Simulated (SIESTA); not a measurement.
# A short convergence ladder for AlNi (Cmm2, 2 atoms in the cell)

```yaml
crystal:
  lattice:
    - [1.93288, -1.94733, 0.00000]
    - [1.93288, 1.94733, 0.00000]
    - [0.00000, 0.00000, 3.09013]
  atoms:
    - { symbol: Al, position: [0.00000, 0.00000, 0.01618] }
    - { symbol: Ni, position: [0.50000, 0.50000, 0.50000] }
```

Base method: GGA PBEsol, numerical atomic orbitals DZP, PseudoDojo PBEsol standard norm-conserving potentials (rewritten from UPF to PSML) (SIESTA).

Base settings: XC.functional = GGA; XC.authors = PBEsol; potentials = PseudoDojo PBEsol standard; PAO.BasisSize = DZP; PAO.EnergyShift = 0.005 Ry; MeshCutoff = 400 Ry; kgrid.MonkhorstPack = 4 4 4; OccupationFunction = MP; OccupationMPOrder = 0; ElectronicTemperature = 1160.45 K.

Core times come from one kind of shared machine, to one figure; runs under 30 s give none.

**The setting basis size**

Level: DFT, GGA PBEsol, numerical atomic orbitals TZP, PseudoDojo PBEsol standard norm-conserving potentials (rewritten from UPF to PSML).

Moved along: PAO.BasisSize.

The second cell is the first with its lattice scaled by 0.98.

The mesh stays at the base's, so the ladder's end is converged at best in this setting alone.

The sets are ordered by size and need not be nested.

Only quantities that move along the ladder and can be compared are tabulated.

| basis (functions) | energy of the compressed cell less the first (meV/atom) | pressure (GPa) | largest difference of a force vector from the last step's (eV/Å) | core time / last (rough) |
|---|---|---|---|---|
| SZ (14) | 141.75 | 25.45 | 0.068 | – |
| SZP (22) | 68.16 | 9.34 | 0.016 | 0.4 |
| DZ (24) | 56.18 | 6.23 | 0.021 | – |
| DZP (32) | 33.34 | 1.80 | 0.012 | 0.9 |
| TZP (42) | 32.06 | 1.50 | 0.000 | 1 |

Coarsest basis (functions) that holds the pressure within 1 GPa of the last step, with all finer ones: DZP (32); the step before is off by 4.7 GPa.

Coarsest basis (functions) that holds the energy of the compressed cell less the first within 2 meV/atom: not settled: the last two steps still differ by 1.3 meV/atom, over half the tolerance, so the ladder does not show it.

Coarsest basis (functions) that holds the forces within 0.01 eV/Å: not settled: the last two steps still differ by 0.012 eV/Å, over half the tolerance, so the ladder does not show it.

On the base run: the starting cell comes from a database of computed structures (which also holds hypothetical and non-ambient phases and stackings), without a prior relaxation at this level. Its lattice was rescaled by up to half a per cent. One atom was moved a little off its site on purpose. Spin polarisation is off. Values carry the incompleteness of an atom-centred basis. Without a gap this mesh is coarse (it stands for a supercell whose shortest vector is 11 Å).

Left out of this page: 1 run of the series failed or unconverged.
